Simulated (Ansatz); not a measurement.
What isotropic strain +1.00 % does to HfO2

Consider HfO$_{2}$ in the fluorite structure (space group Fm-3m, No. 225; a = 5.0438 Å).

One thing is altered: every lattice vector is stretched by 1.00 %; the atoms relax in the strained cell.

Method: PBEsol (Ansatz, a quantum-chemistry and plane-wave program, PAW, no spin-orbit coupling). Γ-centred 11×11×11 mesh, Fermi–Dirac width 0.05 eV.

```json
[
 {"quantity": "volume per atom", "base": "10.69 Å³", "changed": "11.02 Å³", "shift": "+0.324 Å³"},
 {"quantity": "space group", "base": "Fm-3m (No. 225)", "changed": "Fm-3m (No. 225)", "shift": "–"},
 {"quantity": "shortest interatomic distance", "base": "2.184 Å", "changed": "2.206 Å", "shift": "+0.022 Å"},
 {"quantity": "energy relative to the base (free energy F)", "base": "0 meV/atom", "changed": "+7.7 meV/atom", "shift": "+7.7 meV/atom"},
 {"quantity": "pressure", "base": "0.0 kbar", "changed": "-74.1 kbar", "shift": "-74.1 kbar"},
 {"quantity": "band gap", "base": "3.69 eV", "changed": "3.62 eV", "shift": "-0.07 eV"},
 {"quantity": "gap character", "base": "direct at X", "changed": "direct at X", "shift": "–"},
 {"quantity": "mean gap deformation potential ΔEg/Δln V", "base": "–", "changed": "-2.3 eV", "shift": "–"},
 {"quantity": "width of the top valence band", "base": "1.88 eV", "changed": "1.84 eV", "shift": "-0.04 eV"},
 {"quantity": "electron mass", "base": "1.1 mₑ along k, 0.70 mₑ across (at X)", "changed": "1.2 mₑ along k, 0.71 mₑ across (at X)", "shift": "–"}
]
```

Final structure:

```xyz
3
Lattice="0.0000 2.5471 2.5471 2.5471 0.0000 2.5471 2.5471 2.5471 0.0000" Properties=species:S:1:pos:R:3 pbc="T T T"
Hf     0.0000     0.0000     0.0000
O      1.2735     1.2735     1.2735
O      3.8206     3.8206     3.8206
```

With Hf present, leaving out spin-orbit coupling can change the band edges. Effective masses come from finite differences of ±0.01 Å⁻¹. Along k means along the line from Γ to the band edge. No phonon test of stability was made. This is not the structure that HfO2 has at room temperature and ambient pressure.
